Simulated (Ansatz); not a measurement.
Start from Cs2AgBiBr6 (space group Fm-3m, No. 225).

```yaml
crystal:
  lattice:
    - [0.00000, 5.67196, 5.67196]
    - [5.67196, 0.00000, 5.67196]
    - [5.67196, 5.67196, 0.00000]
  atoms:
    - { symbol: Cs, position: [0.25000, 0.25000, 0.25000] }
    - { symbol: Cs, position: [0.75000, 0.75000, 0.75000] }
    - { symbol: Ag, position: [0.50000, 0.50000, 0.50000] }
    - { symbol: Bi, position: [0.00000, 0.00000, 0.00000] }
    - { symbol: Br, position: [0.74811, 0.25189, 0.25189] }
    - { symbol: Br, position: [0.25189, 0.74811, 0.74811] }
    - { symbol: Br, position: [0.25189, 0.74811, 0.25189] }
    - { symbol: Br, position: [0.74811, 0.25189, 0.74811] }
    - { symbol: Br, position: [0.25189, 0.25189, 0.74811] }
    - { symbol: Br, position: [0.74811, 0.74811, 0.25189] }
```

Cartesian axes are those of the cell as printed.

The values are results of Kohn–Sham DFT with the r2SCAN functional, run in Ansatz (a program for electronic structure) with PAW and 500 eV plane waves, no SOC, earlier PAW set, not measurements.

For the base:

| Item | Value |
|---|---|
| Smallest direct gap | 2.70 eV |
| Band gap | 1.67 eV |
| Electron mass | 0.36 mₑ along k, 0.27 mₑ across (at L) |

It is then changed as follows: the cell is compressed by 0.57 % along y with no lateral relaxation, atoms relaxed at fixed cell.

Problem. Predict the new energy relative to the base, smallest direct gap, band gap and electron mass.

Solution. The energy is nearly the same; the smallest direct gap increases by 0.011 eV, from 2.70 eV to 2.72 eV; the band gap decreases by 0.037 eV to 1.64 eV; the electron mass stays 0.36 mₑ along k, 0.27 mₑ across (at L).

With Bi present, leaving out spin-orbit coupling can change the band edges. The cells carry an imposed strain or load. Masses are band curvatures over ±0.01 Å⁻¹ around the edge. Along k means along the line from Γ to the band edge. No phonon test of stability was made.
